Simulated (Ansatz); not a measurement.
Amorphous cells of F, O, Si: the gap between the highest filled and lowest empty level at the zone centre, by PBE and by a single point of r2SCAN on the same geometry (PBE, scalar-relativistic without spin-orbit coupling (plane waves to 420 eV, PAW; Ansatz, an electronic-structure program); r2SCAN at 500 eV). The networks come from melt-quench runs on the CHGNet potential at compositions and starting densities chosen by hand, with anions pushed apart in the CHGNet dynamics, and DFT then relaxed them. The cells are small and were quenched far faster than real films, so single cells scatter. Defect or tail levels can set these gaps. The rows are the first to finish with both values and no moments.

```tsv
cell	PBE gap x (eV)	r2SCAN gap y (eV)
A (Si24O47F2, 2.04 g/cm3)	4.80	5.54
B (Si24O45F6, 2.21 g/cm3)	5.17	5.88
C (Si24O47F2, 2.21 g/cm3)	5.19	5.90
D (Si24O46F4, 2.12 g/cm3)	5.20	withheld
E (Si24O47F2, 2.31 g/cm3)	5.23	5.93
F (Si24O47F2, 2.09 g/cm3)	5.28	6.02
G (Si22O39F10, 1.90 g/cm3)	5.55	6.29
```

Problem. Fit a straight line through the 6 full rows and predict the withheld value for D (Si24O46F4, 2.12 g/cm3).

Solution. Means: x = 5.203, y = 5.927. Slope = Σ(Δx Δy) / Σ(Δx²) = 0.2911 / 0.2907 = 1; the r.m.s. residual is 0.017. Prediction: 5.927 + 1 × (5.20 − 5.203) = 5.92. The run gave 5.94, 0.02 above the line.
